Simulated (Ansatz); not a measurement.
**Nb, response to strain**

Base system: Nb in the bcc (W type) structure (space group Im-3m, No. 229; a = 3.3045 Å; relaxed with 0.1 eV smearing). Axes: x, y, z lie along the cube axes.

Strains are applied to the cell and any free atomic positions relax.

Method: Ansatz (a program for electronic structure) r2SCAN, no SOC.

Notes on the quantities. pressure: mean of the normal stresses, compression positive; energy relative to the base: free energy F.

| change | pressure | energy relative to the base | volume per atom |
|---|---|---|---|
| base | 0.0 GPa | 0 meV/atom | 18.04 Å³ |
| tensor shear ε_xy = +2.00 % | 0.1 GPa | +0.9 meV/atom | 18.03 Å³ |
| tensor shear ε_xy = +0.57 % | 0.0 GPa | +0.1 meV/atom | 18.04 Å³ |
| tensor shear ε_xy = +1.71 % | 0.1 GPa | +0.7 meV/atom | 18.04 Å³ |
| tensor shear ε_xy = +1.14 % | 0.0 GPa | +0.3 meV/atom | 18.04 Å³ |
| tensor shear ε_xy = +0.29 % | 0.0 GPa | 0.0 meV/atom | 18.04 Å³ |
| tensor shear ε_xy = +0.86 % | 0.0 GPa | +0.2 meV/atom | 18.04 Å³ |
| tensor shear ε_xy = +1.43 % | 0.0 GPa | +0.5 meV/atom | 18.04 Å³ |

Whether these cells are dynamically stable was not tested. All final runs are without spin polarisation.
